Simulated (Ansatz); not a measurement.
Cost and result by functional for the surface energy of the (332) surface of fcc Ag in its 1x1 cell, outermost plane spacing 0.44 Å in the ideal cut, in Ansatz (plane waves, PAW). Single points on the PBE structure, on one kind of machine; costs are rough ratios of the slab run's core time (references not counted) to the cheapest single point. r2SCAN's cost holds its higher cutoff (500 against 420 eV). Differences are taken against r2SCAN for comparison alone: no measured value is at hand, so the table doesn't rank accuracy.

Model: 24-atom slab, 10.2 Å thick at the start (thin: gaps and levels are the slab's own), 13x3x1 mesh, Fermi-Dirac 0.1 eV, dipole correction, all atoms relaxed; held to the start's symmetry, so lower structures may exist; no spin, no spin-orbit, no U. These notes are the PBE run's.

```json
[
 {"functional": "PBEsol", "relative cost": "1", "surface energy (J/m²)": "1.08", "less r2SCAN (J/m²)": "0.09"},
 {"functional": "RPBE", "relative cost": "1", "surface energy (J/m²)": "0.61", "less r2SCAN (J/m²)": "-0.38"},
 {"functional": "LDA", "relative cost": "1", "surface energy (J/m²)": "1.23", "less r2SCAN (J/m²)": "0.24"},
 {"functional": "r2SCAN", "relative cost": "2", "surface energy (J/m²)": "0.99", "less r2SCAN (J/m²)": "0.00"},
 {"functional": "PBE (the relaxed run's value)", "relative cost": "–", "surface energy (J/m²)": "0.81", "less r2SCAN (J/m²)": "-0.18"}
]
```

The values span 0.62 J/m², while the single points' costs differ by a factor of roughly 2. Differences are of unrounded values.

Ansatz is a first-principles code.
